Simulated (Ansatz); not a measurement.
## A computed series for TiB2: response to strain

Consider TiB2 (space group P6/mmm, No. 191; a = 3.0174 Å, c = 3.1851 Å). Axes: x lies along a and z along c of the hexagonal cell.

Strains are applied to the cell and any free atomic positions relax.

Level of theory: Kohn–Sham DFT with the PBEsol functional, run in Ansatz (a quantum-chemistry and plane-wave program) with PAW and 420 eV plane waves, without spin-orbit coupling.

Notes on the quantities. energy relative to the base: free energy F; pressure: mean of the normal stresses, compression positive.

| variant | energy relative to the base | pressure | shortest interatomic distance | space group |
|---|---|---|---|---|
| base | 0 meV/atom | 0.0 GPa | 1.742 Å | P6/mmm (No. 191) |
| isotropic strain −4.20 % | +126 meV/atom | 44.1 GPa | 1.669 Å | P6/mmm (No. 191) |
| isotropic strain −2.33 % | +37 meV/atom | 21.7 GPa | 1.701 Å | P6/mmm (No. 191) |
| uniaxial strain ε_xx = +1.63 % | +4.6 meV/atom | -4.4 GPa | 1.745 Å | Cmmm (No. 65) |
| uniaxial strain ε_zz = −1.77 % | +3.9 meV/atom | 4.3 GPa | 1.742 Å | P6/mmm (No. 191) |
| uniaxial strain ε_zz = +1.37 % | +2.2 meV/atom | -3.0 GPa | 1.742 Å | P6/mmm (No. 191) |

The mesh was chosen for an insulator and is coarse for the gapless case. Without a gap, meshes like the base's 13×13×10 leave anisotropic stresses uncertain by several tenths of a GPa, and small strain energies with them. Stability against distortions was not tested. All final runs are without spin polarisation.
